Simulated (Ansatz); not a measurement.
Start from SiO2 in the rutile structure (space group P4_2/mnm, No. 136; a = 4.2359 Å, c = 2.6899 Å). Axes: x, y, z lie along a, b, c of the conventional cell.

Calculations: Ansatz (a quantum-chemistry and plane-wave program) PBE, scalar-relativistic without spin-orbit coupling, earlier PAW set.

One thing is altered: an isotropic linear strain of +0.92 %, atoms relaxed at fixed cell.

Task: Predict the stress tensor and what it implies for the stiffness.

Result: Stress of the strained cell less that of the base (GPa, compression positive):
```
  -6.17    0.00    0.00
   0.00   -6.17    0.00
   0.00    0.00   -9.18
```

Then B = −ΔP/(ΔV/V₀) with ΔV/V₀ = 0.0279 gives secant stiffness values (nonlinear terms included at this strain): B (at held cell shape, above the free-shape value) ≈ 258 GPa.

As a check, the harmonic strain energy −½ V₀ Δσ:ε is 5.0 meV/atom; the computed energy rise is 5.2 meV/atom.

Whether these cells are dynamically stable was not tested.
